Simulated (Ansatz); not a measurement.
## Ca3SbN: response to strain

The reference is Ca3SbN in the anti-perovskite structure (space group Pm-3m, No. 221; a = 4.8027 Å; a cell from a computed database, its experimental status unchecked). Axes: x, y, z lie along the cube axes.

Strains are applied to the cell and any free atomic positions relax; under biaxial strain the out-of-plane vector relaxes too; under stress the whole cell relaxes.

The values are results of PBEsol, PAW, 420 eV (Ansatz, a program for electronic structure; no spin-orbit coupling), not measurements.

Notes on the quantities. energy relative to the base: free energy F.

| change | shortest interatomic distance | energy relative to the base | band gap |
|---|---|---|---|
| base | 4.538 bohr | 0 meV/atom | 0.33 eV |
| biaxial strain −1.81 %, plane normal [001], relaxed out of plane | 4.456 bohr | (withheld) | (withheld) |
| biaxial strain +1.81 %, plane normal [110], relaxed out of plane | 4.564 bohr | +6.5 meV/atom | 0.30 eV |
| uniaxial stress, 8 GPa compression along x | 4.306 bohr | +27 meV/atom | (withheld) |
| uniaxial stress, 2 GPa tension along z | 4.526 bohr | (withheld) | 0.29 eV |

**Question.** Some entries are withheld; estimate them.

**Answer.** 
- biaxial strain −1.81 %, plane normal [001], relaxed out of plane, energy relative to the base: +7.3 meV/atom
- biaxial strain −1.81 %, plane normal [001], relaxed out of plane, band gap: 0.19 eV
- uniaxial stress, 8 GPa compression along x, band gap: zero
- uniaxial stress, 2 GPa tension along z, energy relative to the base: +2.4 meV/atom

Spin-orbit coupling, missing from the scalar runs, can matter with Sb. Beyond what the load breaks, stability against distortions was not tested. All final runs are without spin polarisation. Gaps under 0.05 eV, about the width of the smearing, are given as zero. The zero or small gap of Ca3SbN under biaxial strain −1.81 %, plane normal [001], relaxed out of plane, Ca3SbN under biaxial strain +1.81 %, plane normal [110], relaxed out of plane, Ca3SbN under uniaxial stress, 8 GPa compression along x and Ca3SbN under uniaxial stress, 2 GPa tension along z can change with the level of theory.
